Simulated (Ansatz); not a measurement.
Hypothetical rock salt PdGe under a change: biaxial strain −2.99 %, plane normal [110], relaxed out of plane

The parent structure is PdGe in the rock salt structure (space group Fm-3m, No. 225; a = 5.1283 Å; a hypothetical phase, not in the database extracts checked). Axes: x, y, z lie along the cube axes.

It is then changed as follows: biaxial strain −2.99 %, plane normal [110], relaxed out of plane (Cartesian); in-plane vectors clamped, the third vector and the atoms free.

Computed with PBEsol (Ansatz, a program for electronic structure, PAW, no spin-orbit coupling). Γ-centred 16×16×16 mesh, Fermi–Dirac width 0.05 eV.

The volume per atom falls by 0.16 Å³ to 16.70 Å³ and the space group goes from Fm-3m (No. 225) to Immm (No. 71). The energy goes up by 5.0 meV/atom and the band gap stays zero. The out-of-plane strain comes out as +5.27 % (rough) and the mean in-plane stress (compression positive) amounts to +2.3 GPa (rough).

Cost of the whole job for the changed cell (relaxation, final SCF and bands): roughly 2.4 core-minutes.

Without a gap, meshes like the base's 16×16×16 leave anisotropic stresses uncertain by several tenths of a GPa, and small strain energies with them. Whether these cells are dynamically stable was not tested. The final runs are not spin-polarised.
